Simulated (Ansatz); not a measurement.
## Response to strain in ZnS

Take ZnS in the zinc blende structure (space group F-43m, No. 216; a = 5.3566 Å) as the base. Axes: x, y, z lie along the cube axes.

Strains are applied to the cell and any free atomic positions relax; under biaxial strain the out-of-plane vector relaxes too.

Calculations: Ansatz (a quantum-chemistry and plane-wave program), PBEsol, PAW, cutoff 420 eV, no spin-orbit coupling.

Notes on the quantities. energy relative to the base: free energy F; in-plane stress: mean in-plane stress (compression positive).

| change | energy relative to the base | band gap | out-of-plane strain | in-plane stress |
|---|---|---|---|---|
| base | 0 meV/atom | 2.09 eV | – | – |
| biaxial strain −3.00 %, plane normal [001], relaxed out of plane | +11 meV/atom | 2.09 eV | +3.55 % | +3.1 GPa |
| biaxial strain −2.50 %, plane normal [001], relaxed out of plane | +7.4 meV/atom | 2.09 eV | +2.96 % | +2.5 GPa |
| biaxial strain −2.00 %, plane normal [001], relaxed out of plane | +4.7 meV/atom | 2.09 eV | +2.38 % | +2.0 GPa |
| biaxial strain −1.50 %, plane normal [001], relaxed out of plane | +2.6 meV/atom | 2.09 eV | +1.78 % | +1.5 GPa |
| biaxial strain −1.00 %, plane normal [001], relaxed out of plane | +1.1 meV/atom | 2.09 eV | +1.19 % | +1.0 GPa |
| biaxial strain +0.50 %, plane normal [001], relaxed out of plane | +0.3 meV/atom | 2.04 eV | -0.62 % | -0.5 GPa |
| biaxial strain +1.00 %, plane normal [001], relaxed out of plane | +1.1 meV/atom | 2.00 eV | -1.23 % | -0.9 GPa |
| biaxial strain +1.50 %, plane normal [001], relaxed out of plane | +2.5 meV/atom | 1.96 eV | -1.85 % | -1.3 GPa |
| biaxial strain +2.00 %, plane normal [001], relaxed out of plane | +4.3 meV/atom | 1.92 eV | -2.48 % | -1.8 GPa |

Stability against distortions was not tested.
